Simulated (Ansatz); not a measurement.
# W2B (space group I4/mcm, No. 140)

```yaml
crystal:
  lattice:
    - [-2.76844, 2.76844, 2.37494]
    - [2.76844, -2.76844, 2.37494]
    - [2.76844, 2.76844, -2.37494]
  atoms:
    - { symbol: B, position: [0.25000, 0.25000, 0.00000] }
    - { symbol: B, position: [0.75000, 0.75000, 0.00000] }
    - { symbol: W, position: [0.66988, 0.83012, 0.50000] }
    - { symbol: W, position: [0.33012, 0.16988, 0.50000] }
    - { symbol: W, position: [0.83012, 0.33012, 0.16023] }
    - { symbol: W, position: [0.16988, 0.66988, 0.83977] }
```

The values are results of PBEsol/PAW in Ansatz (a first-principles code), no spin-orbit coupling, not measurements. Γ-centred 13×13×13 mesh, Fermi–Dirac width 0.05 eV.

```json
{
 "volume_per_atom": "12.13 Å³",
 "density": "17.26 g/cm³",
 "band_gap": "zero",
 "total_energy": "-6888.901 eV/atom (σ→0; compares only within this code and set-up)"
}
```

No phonon test of stability was made. All final runs are without spin polarisation.
